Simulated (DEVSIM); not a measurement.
Structure: illuminated GaAs p-on-n cell, one wavelength, at 400 K.

```tsv
layer (left to right)	material	thickness (μm)	Nd (cm⁻³)	Na (cm⁻³)	τn (s)	τp (s)	absorption coefficient (cm⁻¹)
1	GaAs	0.670	-	1.2e18	2.3e-9	4.1e-10	50000
2	GaAs	0.720	2.5e15	-	1.2e-8	1.2e-8	50000
```

Left contact: ohmic, minority electron recombination velocity 10000 cm/s. Right contact: ohmic, minority hole recombination velocity 400 cm/s. Voltage is applied to the left contact. Recombination: SRH at mid-gap, radiative, Auger. Light enters at the left, 2.5e17 photons cm⁻² s⁻¹, one pass, no reflection. Mobility is constant in doping. Where it depends on doping, it is μmin + (μ − μmin)/(1 + (N/Nref)^α).

Constants are typed, rounded textbook-type inputs, not results; the design itself was drawn at random and stands for no fabricated device. Values at 300 K; Nc and Nv go as T^1.5, mobilities as T to minus their exponent, the gap by Varshni's rule with the affinity fixed. The table also holds parameters that only a changed run uses.

```
parameter             GaAs
----------------  --------
gap (eV)             1.424
affinity (eV)         4.07
permittivity          12.9
Nc (cm⁻³)           4.7e17
Nv (cm⁻³)             9e18
μn (cm²/Vs)           8500
μp (cm²/Vs)            400
μn,min                 500
μp,min                  20
Nref,n                6e16
Nref,p              1.5e17
αn                    0.39
αp                    0.38
T exponent of μn       2.1
T exponent of μp       2.2
B (cm³/s)            2e-10
Cn (cm⁶/s)           1e-30
Cp (cm⁶/s)           1e-30
Varshni α (eV/K)  0.000541
Varshni β (K)          204
```

DEVSIM, 1D drift-diffusion, Boltzmann statistics, complete ionisation; no tunnelling, impact ionisation, image-force lowering or self-heating.

Base results: dark forward voltage at 100 A/cm² (V) 1.089; fill factor 0.75; potential step across the device at zero bias (V) 1.098; short-circuit current (mA/cm²) 39.5.

Problem. What follows from this one change: minority lifetime in layer 1 2.3e-09 → 6.9e-10 s?

Solution. dark forward voltage at 100 A/cm² 1.089 → 1.082 V; fill factor little changed (0.75); potential step across the device at zero bias little changed (1.098 V); short-circuit current 39.5 → 39.0 mA/cm².

Problem. What follows from this one change: temperature 400 → 250 K?

Solution. dark forward voltage at 100 A/cm² 1.089 → 1.296 V; fill factor 0.75 → 0.87; potential step across the device at zero bias 1.098 → 1.302 V; short-circuit current little changed (39.7 mA/cm²).

Problem. What follows from this one change: doping Nd of layer 2 2.5e+15 → 2.5e+14 cm^-3?

Solution. dark forward voltage at 100 A/cm² 1.089 → 1.032 V; fill factor 0.75 → 0.74; potential step across the device at zero bias 1.098 → 1.018 V; short-circuit current little changed (39.5 mA/cm²).

Problem. What follows from this one change: doping Na of layer 1 1.2e+18 → 3.6e+17 cm^-3?

Solution. dark forward voltage at 100 A/cm² 1.089 → 1.080 V; fill factor little changed (0.75); potential step across the device at zero bias 1.098 → 1.056 V; short-circuit current little changed (39.6 mA/cm²).

Problem. What follows from this one change: recombination velocity at the right contact 400 → 100000 cm/s?

Solution. dark forward voltage at 100 A/cm² 1.089 → 0.957 V; fill factor 0.75 → 0.77; potential step across the device at zero bias little changed (1.098 V); short-circuit current little changed (39.5 mA/cm²).

Problem. What follows from this one change: doping-dependent mobility in place of the constant one?

Solution. dark forward voltage at 100 A/cm² little changed (1.090 V); fill factor little changed (0.75); potential step across the device at zero bias little changed (1.098 V); short-circuit current 39.5 → 38.6 mA/cm².
